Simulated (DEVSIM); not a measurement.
System: Schottky contact on n-type Ge, at 300 K.

```
layer (left to right)  material  thickness (μm)  Nd (cm⁻³)  τn (s)  τp (s)
---------------------  --------  --------------  ---------  ------  ------
1                            Ge            1.40     3.1e16  8.7e-5  8.7e-5
```

Left contact: Schottky, work function 4.31 eV, emission velocity 8.7e6 cm/s. Right contact: ohmic. Voltage is applied to the left contact. Recombination: SRH at mid-gap. Mobility is constant in doping.

This is a model device: material constants are rounded textbook-type values typed into the input, and sizes, dopings and lifetimes were drawn at random. Values at 300 K.

| parameter | Ge |
|---|---|
| gap (eV) | 0.664 |
| affinity (eV) | 4 |
| permittivity | 16 |
| Nc (cm⁻³) | 1.04e19 |
| Nv (cm⁻³) | 6e18 |
| μn (cm²/Vs) | 3900 |
| μp (cm²/Vs) | 1900 |

DEVSIM, 1D drift-diffusion, Boltzmann statistics, complete ionisation; no tunnelling, impact ionisation, image-force lowering or self-heating. Metal contacts follow the ideal Schottky-Mott rule: no Fermi-level pinning, no interface dipoles.

Q: Tabulate band edges, carrier densities and field at zero bias.

A: Energies count from the Fermi level of the right contact; mesh points crowd at the junctions.

```json
[
 {"x (μm)": "0.000", "Ec (eV)": "0.310", "Ev (eV)": "-0.354", "n (cm⁻³)": "6.4e13", "p (cm⁻³)": "6.8e12", "field (V/cm)": "-30000"},
 {"x (μm)": "0.007903", "Ec (eV)": "0.287", "Ev (eV)": "-0.377", "n (cm⁻³)": "1.6e14", "p (cm⁻³)": "2.8e12", "field (V/cm)": "-28000"},
 {"x (μm)": "0.02005", "Ec (eV)": "0.256", "Ev (eV)": "-0.408", "n (cm⁻³)": "5.3e14", "p (cm⁻³)": "8.3e11", "field (V/cm)": "-24000"},
 {"x (μm)": "0.03432", "Ec (eV)": "0.225", "Ev (eV)": "-0.439", "n (cm⁻³)": "1.7e15", "p (cm⁻³)": "2.6e11", "field (V/cm)": "-19000"},
 {"x (μm)": "0.06290", "Ec (eV)": "0.184", "Ev (eV)": "-0.480", "n (cm⁻³)": "8.4e15", "p (cm⁻³)": "5.2e10", "field (V/cm)": "-10000"},
 {"x (μm)": "0.09543", "Ec (eV)": "0.162", "Ev (eV)": "-0.502", "n (cm⁻³)": "2.0e16", "p (cm⁻³)": "2.2e10", "field (V/cm)": "-4000"},
 {"x (μm)": "0.1336", "Ec (eV)": "0.153", "Ev (eV)": "-0.511", "n (cm⁻³)": "2.8e16", "p (cm⁻³)": "1.6e10", "field (V/cm)": "-1100"},
 {"x (μm)": "0.2102", "Ec (eV)": "0.151", "Ev (eV)": "-0.513", "n (cm⁻³)": "3.1e16", "p (cm⁻³)": "1.4e10", "field (V/cm)": "-70"},
 {"x (μm)": "0.2972", "Ec (eV)": "0.150", "Ev (eV)": "-0.514", "n (cm⁻³)": "3.1e16", "p (cm⁻³)": "1.4e10", "field (V/cm)": "≈ 0"},
 {"x (μm)": "0.3995", "Ec (eV)": "0.150", "Ev (eV)": "-0.514", "n (cm⁻³)": "3.1e16", "p (cm⁻³)": "1.4e10", "field (V/cm)": "≈ 0"},
 {"x (μm)": "0.5567", "Ec (eV)": "0.150", "Ev (eV)": "-0.514", "n (cm⁻³)": "3.1e16", "p (cm⁻³)": "1.4e10", "field (V/cm)": "≈ 0"},
 {"x (μm)": "0.8057", "Ec (eV)": "0.150", "Ev (eV)": "-0.514", "n (cm⁻³)": "3.1e16", "p (cm⁻³)": "1.4e10", "field (V/cm)": "≈ 0"},
 {"x (μm)": "0.9549", "Ec (eV)": "0.150", "Ev (eV)": "-0.514", "n (cm⁻³)": "3.1e16", "p (cm⁻³)": "1.4e10", "field (V/cm)": "≈ 0"},
 {"x (μm)": "1.082", "Ec (eV)": "0.150", "Ev (eV)": "-0.514", "n (cm⁻³)": "3.1e16", "p (cm⁻³)": "1.4e10", "field (V/cm)": "≈ 0"},
 {"x (μm)": "1.194", "Ec (eV)": "0.150", "Ev (eV)": "-0.514", "n (cm⁻³)": "3.1e16", "p (cm⁻³)": "1.4e10", "field (V/cm)": "≈ 0"},
 {"x (μm)": "1.249", "Ec (eV)": "0.150", "Ev (eV)": "-0.514", "n (cm⁻³)": "3.1e16", "p (cm⁻³)": "1.4e10", "field (V/cm)": "≈ 0"},
 {"x (μm)": "1.297", "Ec (eV)": "0.150", "Ev (eV)": "-0.514", "n (cm⁻³)": "3.1e16", "p (cm⁻³)": "1.4e10", "field (V/cm)": "≈ 0"},
 {"x (μm)": "1.328", "Ec (eV)": "0.150", "Ev (eV)": "-0.514", "n (cm⁻³)": "3.1e16", "p (cm⁻³)": "1.4e10", "field (V/cm)": "≈ 0"},
 {"x (μm)": "1.359", "Ec (eV)": "0.150", "Ev (eV)": "-0.514", "n (cm⁻³)": "3.1e16", "p (cm⁻³)": "1.4e10", "field (V/cm)": "≈ 0"},
 {"x (μm)": "1.377", "Ec (eV)": "0.150", "Ev (eV)": "-0.514", "n (cm⁻³)": "3.1e16", "p (cm⁻³)": "1.4e10", "field (V/cm)": "≈ 0"},
 {"x (μm)": "1.389", "Ec (eV)": "0.150", "Ev (eV)": "-0.514", "n (cm⁻³)": "3.1e16", "p (cm⁻³)": "1.4e10", "field (V/cm)": "≈ 0"},
 {"x (μm)": "1.400", "Ec (eV)": "0.150", "Ev (eV)": "-0.514", "n (cm⁻³)": "3.1e16", "p (cm⁻³)": "1.4e10", "field (V/cm)": "≈ 0"}
]
```
